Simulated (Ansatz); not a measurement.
A computed series for CuAu: response to strain

The reference is CuAu (space group P4/mmm, No. 123; relaxed with 0.1 eV smearing).

```xyz
2
Lattice="2.8694 0.0000 0.0000 0.0000 2.8694 0.0000 0.0000 0.0000 3.6452" Properties=species:S:1:pos:R:3 pbc="T T T"
Cu     0.0000     0.0000     0.0000
Au     1.4347     1.4347     1.8226
```

Cartesian axes are those of the cell as printed.

Strains are applied to the cell and any free atomic positions relax; under biaxial strain the out-of-plane vector relaxes too.

Computed with plane-wave PAW DFT at the PBE level (Ansatz, an electronic-structure program, 420 eV), scalar-relativistic without spin-orbit coupling.

```tsv
biaxial strain, plane normal [001], relaxed out of plane (%)	out-of-plane strain (%)
-3	5.05
-2.5	?
-2	3.40
-1.5	2.56
-1	1.72
-0.5	0.87
0	0.00
```

**Question.** Fit ε⊥ = −νε + γε² (strains in %) to the rows shown and predict the withheld row.

**Answer.** Least squares on the printed values gives ν = 1.74 (the biaxial Poisson response) and γ = -0.018 (largest residual 0.01 %); this predicts 4.23 %, and the run gives 4.24 %, in agreement.

Stability against distortions was not tested. The final runs are not spin-polarised.
